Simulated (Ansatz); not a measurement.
# SnC (model structure, started from the wurtzite type, P6₃mc, No. 186, 4 atoms in the cell)

Computed with PBE-D3(BJ) (plane waves, PAW; Ansatz, an electronic-structure program).

Settings: plane-wave cutoff 520 eV, 12×12×6 k mesh (along the axes of the cell as run), Fermi–Dirac smearing 0.01 eV, scalar-relativistic PAW data made under PBE.

Cell (relaxed at this level):

```xyz
4
Lattice="3.5640 0.0000 0.0000 -1.7820 3.0865 0.0000 0.0000 0.0000 5.8368" Properties=species:S:1:pos:R:3 pbc="T T T"
Sn     1.7820     1.0288     0.0020
Sn     0.0000     2.0577     2.9204
C      1.7820     1.0288     3.6472
C      0.0000     2.0577     0.7288
```

```json
{
  "band_gap": "0.94 eV (on the SCF k mesh)"
}
```

Note: the relaxation could raise the start's symmetry but not lower it, so the cell can be a saddle point.

Spin–orbit coupling is not included.

Static lattice: no zero-point or thermal effects.

It cost around 50 core-seconds (rough) of CPU time.

A model structure was made by putting elements into a prototype or built by hand; it is no filed structure, need not be a known phase, and can be a saddle point held by its symmetry.
